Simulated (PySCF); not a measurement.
PySCF 2.14.0, PBE0/def2-svp, df: Ta(S)(NH2)2(OSiH3) ([NH2][Ta]([NH2])(=[S])[O][SiH3]), 13 atoms. The geometry is a generated start, not checked to be a minimum at this level.

| Property | Result |
|---|---|
| task | energy |
| method | pbe0 |
| basis | def2-svp |
| two-electron scheme | density fitting |
| mol.max_memory | 3000 MB |
| mf.max_cycle | 100 |
| mf.conv_tol | 1e-09 (default) |
| mf.grids.level | 3 (default) |
| effective core potentials | those of the basis set, past Kr |
| basis functions | 145 |
| grid points | 172616 |

```xyz
13

Ta    -0.4400     0.7160     0.2596
S     -0.0234     2.9100     0.0618
N     -0.4430     0.4690     2.2335
H     -0.2741     1.1698     2.9492
H     -0.6326    -0.4074     2.7164
N     -2.2478     0.5576    -0.5561
H     -2.8211     1.3003    -0.9466
H     -2.7866    -0.3018    -0.6340
O      0.9560    -0.2173    -0.6619
Si     1.9789    -1.3188    -1.2432
H      2.9913    -1.5541    -0.2056
H      2.5469    -0.7822    -2.4810
H      1.1955    -2.5412    -1.4921
```

Charge 0 and multiplicity 1 are set for this test and not shown to be the ground state.

With the defaults (mf.DIIS = CDIIS, mf.diis = true, mf.diis_space = 8, mf.diis_damp = 0, mf.damp = 0, mf.diis_start_cycle = 1, mf.level_shift = 0, mf.init_guess = minao) it converges in 14 Fock builds. One run each on 2 threads, 1 BLAS thread, with these changes:
- mf.init_guess = huckel
- mf.diis_space = 12
- mf.diis = false, mf.damp = 0.7, mf.diis_start_cycle = 999
- mf.level_shift = 1 Hartree
- mf.diis_damp = 0.3
- mf.DIIS = EDIIS
- mf.diis = false
- mf.level_shift = 0.1 Hartree
- mf.diis_space = 3

Which of these changes keep the SCF from converging, or lead it to another solution?

No convergence: mf.DIIS = EDIIS; mf.diis = false (the run ends without SCF convergence in 100 cycles). The rest reach the solution of the defaults.

```
setting                                                    Fock builds             end
---------------------------------------------------------  -----------  --------------
the defaults                                                        14   same solution
mf.diis_space = 12                                                  14   same solution
mf.diis_damp = 0.3                                                  14   same solution
mf.level_shift = 0.1 Hartree                                        15   same solution
mf.init_guess = huckel                                              22   same solution
mf.diis_space = 3                                                   28   same solution
mf.diis = false, mf.damp = 0.7, mf.diis_start_cycle = 999           29   same solution
mf.level_shift = 1 Hartree                                          44   same solution
mf.DIIS = EDIIS                                                    101  no convergence
mf.diis = false                                                    101  no convergence
```
